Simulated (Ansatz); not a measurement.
**GaAs, response to strain**

Take GaAs in the zinc blende structure (space group F-43m, No. 216; a = 5.659 Å) as the base. Axes: x, y, z lie along the cube axes.

Strains are applied to the cell and any free atomic positions relax.

The values are results of PBEsol in Ansatz (plane waves to 420 eV, PAW, no spin-orbit coupling), not measurements.

Notes on the quantities. pressure: mean of the normal stresses, compression positive; energy relative to the base: free energy F.

| variant | shortest interatomic distance | pressure | energy relative to the base | band gap |
|---|---|---|---|---|
| base | 4.631 bohr | 0.00 GPa | 0 meV/atom | 0.42 eV |
| uniaxial strain ε_zz = −3.00 % | 4.585 bohr | ___ | +7.2 meV/atom | 0.53 eV |
| uniaxial strain ε_zz = −2.50 % | 4.592 bohr | 1.85 GPa | +5.0 meV/atom | 0.51 eV |
| uniaxial strain ε_zz = −1.00 % | 4.615 bohr | 0.72 GPa | +0.8 meV/atom | 0.46 eV |
| uniaxial strain ε_zz = −0.50 % | 4.623 bohr | 0.36 GPa | +0.2 meV/atom | 0.44 eV |
| uniaxial strain ε_zz = +0.50 % | ___ | -0.34 GPa | +0.2 meV/atom | 0.37 eV |
| uniaxial strain ε_zz = +1.00 % | 4.646 bohr | -0.67 GPa | +0.8 meV/atom | 0.33 eV |
| uniaxial strain ε_zz = +1.50 % | 4.654 bohr | -0.99 GPa | +1.7 meV/atom | 0.28 eV |
| uniaxial strain ε_zz = +2.50 % | 4.669 bohr | -1.61 GPa | +4.7 meV/atom | 0.19 eV |
| uniaxial strain ε_zz = +3.00 % | 4.677 bohr | -1.90 GPa | +6.8 meV/atom | 0.14 eV |

Problem. Fill in the withheld entries from the trend.

Solution. 
- uniaxial strain ε_zz = −3.00 %, pressure: 2.25 GPa
- uniaxial strain ε_zz = +0.50 %, shortest interatomic distance: 4.638 bohr

Stability against distortions was not tested. The zero or small gap of GaAs under uniaxial strain ε_zz = +1.50 %, GaAs under uniaxial strain ε_zz = +2.50 % and GaAs under uniaxial strain ε_zz = +3.00 % can change with the level of theory.

Ansatz is an electronic-structure program.
